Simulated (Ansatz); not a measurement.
## MgO (within 0.1 Å of P3m1, No. 156, 12 atoms in the cell; start mp-775808; a measured phase of this formula has another space group)

These are PBEsol (plane waves, PAW; Ansatz, a first-principles code) values and carry that method's errors.

Numerical settings: plane-wave cutoff 520 eV, 12×12×4 k mesh (along the axes of the cell as run), Fermi–Dirac smearing 0.01 eV, scalar-relativistic PAW data made under PBE.

Cell (relaxed at this level):

```cif
data_Mg6O6
_chemical_formula_sum 'Mg6 O6'
_space_group_name_H-M_alt 'P3m1'
_space_group_IT_number 156
_space_group_name_Hall 'P 3 -2"'
_cell_length_a 3.26518
_cell_length_b 3.26518
_cell_length_c 15.50900
_cell_angle_alpha 90.000
_cell_angle_beta 90.000
_cell_angle_gamma 120.000
loop_
_atom_site_label
_atom_site_type_symbol
_atom_site_symmetry_multiplicity
_atom_site_Wyckoff_symbol
_atom_site_fract_x
_atom_site_fract_y
_atom_site_fract_z
_atom_site_occupancy
Mg1 Mg 1 c 0.66667 0.33333 0.35188 1
Mg2 Mg 1 c 0.66667 0.33333 0.02071 1
Mg3 Mg 1 a 0.00000 0.00000 0.18631 1
Mg4 Mg 1 a 0.00000 0.00000 0.51809 1
Mg5 Mg 1 a 0.00000 0.00000 0.85251 1
Mg6 Mg 1 b 0.33333 0.66667 0.68629 1
O1 O 1 c 0.66667 0.33333 0.14833 1
O2 O 1 c 0.66667 0.33333 0.47954 1
O3 O 1 a 0.00000 0.00000 0.98145 1
O4 O 1 a 0.00000 0.00000 0.31391 1
O5 O 1 a 0.00000 0.00000 0.64703 1
O6 O 1 b 0.33333 0.66667 0.81395 1
```

```yaml
band_gap: 3.43 eV (direct)
```

Static lattice: no zero-point or thermal effects.

A start named mp-… is a Materials Project structure, which need not be a measured phase.
